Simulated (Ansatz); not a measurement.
Input and output of a relaxation of cell and atoms for TiCd (P4/nmm, 4 atoms in the cell) (Ansatz, an electronic-structure program).

Method of the run: PBEsol, default PAW files made with PBE (plane waves; Ansatz).

The change in words: atoms on their sites; basis.ecutwfc: 420 eV → 505 eV; relax: default → cell and atoms. Reference geometry:
```
TiCd
1.0
    2.90254     0.00000     0.00000
    0.00000     2.90254     0.00000
    0.00000     0.00000     9.05925
Ti Cd
2 2
Direct
  0.00000   0.50000   0.39679
  0.50000   0.00000   0.60873
  0.00000   0.50000   0.86667
  0.50000   0.00000   0.13333
```

Reference input (self-consistent single point, DFT, PBEsol, plane waves, default PAW files made with PBE): basis.ecutwfc = 420 eV; kpoints.mp_grid.grid = 9 9 3; hamiltonian.xc = pbesol; hamiltonian.pseudopotentials = {kind: paw} (the program's default PAW files); scf.occupations.method = fermi_dirac; scf.occupations.width = 0.1 eV. This run's input differs from it in these lines:

Ansatz 0.2 input:
```diff
@@ -7,3 +7,3 @@
   atoms:
-    - { symbol: Ti, position: [0.000000, 0.500000, 0.396789] }
+    - { symbol: Ti, position: [0.000000, 0.500000, 0.391270] }
     - { symbol: Ti, position: [0.500000, 0.000000, 0.608730] }
@@ -12,3 +12,3 @@
 basis:
-  ecutwfc: 420.0 eV
+  ecutwfc: 505.0 eV
 kpoints:
@@ -20,2 +20,4 @@
   occupations: { method: fermi_dirac, width: 0.1 eV }
+relax:
+  cell: {}
 output:
```

The program printed (abridged):

```
   [... SCF lines of the steps left out ...]
relax step   1: F+E_penalty+E_count = -21316.27768310 eV  Δ(F+E_penalty+E_count) = +0.000e0 eV  max|allowed force component| = 7.825e-2 eV/Å  Δτ_max = 0.0000 Å  P = -4.118 GPa  Ω = 76.322 Å³  (7 SCF iters, dr2 threshold 1.00e-7 eV, accepted)
relax step   2: F+E_penalty+E_count = -21316.27195983 eV  Δ(F+E_penalty+E_count) = +5.723e-3 eV  max|allowed force component| = 1.503e-1 eV/Å  Δτ_max = 0.0146 Å  P = +5.236 GPa  Ω = 69.508 Å³  energy of the carried Pulay correction = +4.810e-4 eV  [...]
relax step   3: F+E_penalty+E_count = -21316.32473703 eV  Δ(F+E_penalty+E_count) = -4.705e-2 eV  max|allowed force component| = 1.371e-2 eV/Å  Δτ_max = 0.0095 Å  P = -0.378 GPa  Ω = 73.092 Å³  energy of the carried Pulay correction = +2.225e-4 eV  [...]
relax step   4: F+E_penalty+E_count = -21316.32515091 eV  Δ(F+E_penalty+E_count) = -4.139e-4 eV  max|allowed force component| = 6.147e-3 eV/Å  Δτ_max = 0.0028 Å  P = -0.015 GPa  Ω = 72.798 Å³  energy of the carried Pulay correction = +2.433e-4 eV  [...]
relax step   5: F+E_penalty+E_count = -21316.32494648 eV  Δ(F+E_penalty+E_count) = +2.044e-4 eV  max|allowed force component| = 6.220e-3 eV/Å  Δτ_max = 0.0000 Å  P = -0.018 GPa  Ω = 72.798 Å³  stress off target by 3.77e-2 GPa  SCF on the basis [...]
basis re-selected at this cell: Δ(F+E_penalty+E_count) = +2.044e-4 eV, ΔP = -0.003 GPa vs the last step
the relaxation is at rest under the 16 symmetry operations that the run kept from its start: a minimum is not shown …
Stability not checked: this state was not tested for a lower state beside it, because too few of the mixer's solves of this state at the end of the SCF gave a …
Free energy (F): -21316.324946 eV
Internal energy: -21316.238113 eV  (E = F + TS)
   [... lines left out ...]
Fermi energy:    15.090720 eV
  cell:  # Å, volume = 72.7978 Å³
   [... lines left out ...]
    - [2.306254201068417e-34, 2.858218196985817, 0.0]
    - [0.0, 0.0, 8.91102552696768]
  atoms:
    - { symbol: Ti, position: [-8.553350062140996e-36, 0.5, 0.3899077780635071] }
    - { symbol: Ti, position: [0.5, 3.887886391882234e-37, 0.6100922219364932] }
    - { symbol: Cd, position: [6.998195505388086e-36, 0.5, 0.8664380011129302] }
    - { symbol: Cd, position: [0.5, -6.4798106531371284e-37, 0.13356199888707004] }
```

The run converged.  The full log also holds: “iter 5 did not close the SCF: its close was put off for the readings that it lacked (scf_convergence_deferred on its scf_iter line)”. The full log also holds: “iter 5 did not close the SCF: its close was put off for the readings that it lacked (scf_convergence_deferred on its scf_iter line)”.

Summary of the result:
- Free energy E − TS (on the zero of these files) = -21316.3249 eV
- Fermi level (on the code's own zero) = 15.09 eV
- Pressure = -0.02 GPa
- Largest force (vector length) = 0.006 eV/Å
- Final cell = a = 2.8582 Å, b = 2.8582 Å, c = 8.9110 Å, α = 90.00°, β = 90.00°, γ = 90.00°
- Final volume per atom = 18.20 Å³
- Relaxation steps = 5

The starting cell comes from a database of computed structures (which also holds hypothetical and non-ambient phases and stackings), without a prior relaxation at this level. Its lattice was rescaled by up to half a per cent. Spin polarisation is off. The relaxation keeps the symmetry of its start, so its end need not be a minimum. Ansatz's pressure includes its estimate of the finite-basis (Pulay) stress.

Cost on one core of a shared machine: roughly 40 s.
